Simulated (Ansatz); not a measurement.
Cost and result by functional for the adsorption energy of F on the 1x1 (111) surface of fcc Pt, one in a 2x2 cell, started at the site 'top Pt', in Ansatz (plane waves, PAW). Single points on the PBE structure, on one kind of machine; costs are rough ratios of the slab run's core time (references not counted) to the cheapest single point. r2SCAN's cost holds its higher cutoff (500 against 420 eV). Differences are taken against r2SCAN for comparison alone: no measured value is at hand, so the table doesn't rank accuracy.

Set-up: 17 atoms, 6.9 Å thick at the start under the adsorbate (thin: gaps and levels are the slab's own); mesh 6x6x1; 0.1 eV smearing; dipole correction on; 8 atoms held, the rest relaxed; start symmetry kept, larger cells not searched; no spin, no spin-orbit, no U, no dispersion correction. At the end it is bonded to Pt. In PBE it is, or lies within 0.03 eV of, the lowest of the starts that converged. These notes are the PBE run's. Adsorption energies are against ½ F2(g). A negative adsorption energy means that the adsorbate is more stable on the surface than in its reference.

```csv
functional,relative cost,adsorption energy (eV),less r2SCAN (eV)
RPBE,1,-1.64,0.37
r2SCAN,2,-2.00,0.00
PBE (the relaxed run's value),–,-1.77,0.23
```

The values span 0.37 eV, while the single points' costs differ by a factor of roughly 2. Differences are of unrounded values.

Ansatz is an electronic-structure program.
